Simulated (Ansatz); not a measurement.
Take C in the diamond structure (space group Fd-3m, No. 227) as the base.

```xyz
2
Lattice="0.0000 1.7769 1.7769 1.7769 0.0000 1.7769 1.7769 1.7769 0.0000" Properties=species:S:1:pos:R:3 pbc="T T T"
C      1.7769     1.7769     1.7769
C      2.6654     2.6654     2.6654
```

Cartesian axes are those of the cell as printed.

Method: PBEsol/PAW in Ansatz (a quantum-chemistry and plane-wave program), no spin-orbit coupling.

Strains are applied to the cell and any free atomic positions relax; under biaxial strain the out-of-plane vector relaxes too.

One change was made to it. Results:

| quantity | base | after |
|---|---|---|
| smallest direct gap | 5.57 eV | 4.96 eV |
| valence-band top at Γ (three highest levels, from the VBM) | 0.00, 0.00, 0.00 eV | 0.00, -0.18, -0.28 eV |
| band gap | 4.03 eV | 3.68 eV |

Question: Which of these changes matches the shifts?
(A) strain tensor (xx, yy, zz, yz, xz, xy) = (+0.02, −0.91, +0.74, +1.57, −0.30, −0.09) %
(B) biaxial strain +1.13 %, plane normal [110], relaxed out of plane
(C) tensor shear ε_xy = −2.01 %

Answer: A, strain tensor (xx, yy, zz, yz, xz, xy) = (+0.02, −0.91, +0.74, +1.57, −0.30, −0.09) %. For comparison, the band gap in the other runs: tensor shear ε_xy = −2.01 % gives 3.73 eV; biaxial strain +1.13 %, plane normal [110], relaxed out of plane gives 3.89 eV.

A biaxial case was relaxed in a doubled cell and then solved in the primitive one. Gaps are read on the SCF mesh and a high-symmetry path. Whether these cells are dynamically stable was not tested.
